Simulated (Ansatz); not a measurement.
The starting structures come from a database of crystals and need not be the phases stable at ambient conditions.

Tunnelling through a barrier is set by its complex band structure: the current falls as exp(−2κd) with the smallest κ.

```
CELL_PARAMETERS angstrom
      7.95045     0.00000     0.00000
      0.00000     7.95045     0.00000
      3.97522    -3.97522     3.37268
ATOMIC_POSITIONS crystal
  Tl 0.50000 0.00000 0.00000
  Tl 0.00000 0.50000 0.00000
  Si 0.00000 0.00000 0.00000
  Hg 0.50000 0.50000 0.00000
  Se 0.04128 0.62967 0.58838
  Se 0.62967 0.37033 0.41162
  Se 0.37033 0.95872 0.58838
  Se 0.95872 0.04128 0.41162
```

Space group of this cell: I-42m. The cell was relaxed by PBE-D3(BJ); by PBEsol its mean pressure is -0.8 GPa.

Transport runs along the normal of the first two printed cell vectors, the (001) plane of the conventional cell.

No gap correction and no spin-orbit coupling; mid-gap values are interpolated between computed energies.

Question: Compute, with PBEsol run with Ansatz (a first-principles code), the band gap and the smallest decay constant κ at mid-gap.

Answer: Gap 0.70 eV on a 10×10×10 mesh; κ = 0.141 1/Å, at (0.250, 0.250) of the in-plane reciprocal vectors. At the zone centre, at the nearest computed energy, the slowest state has κ = 0.20 1/Å.
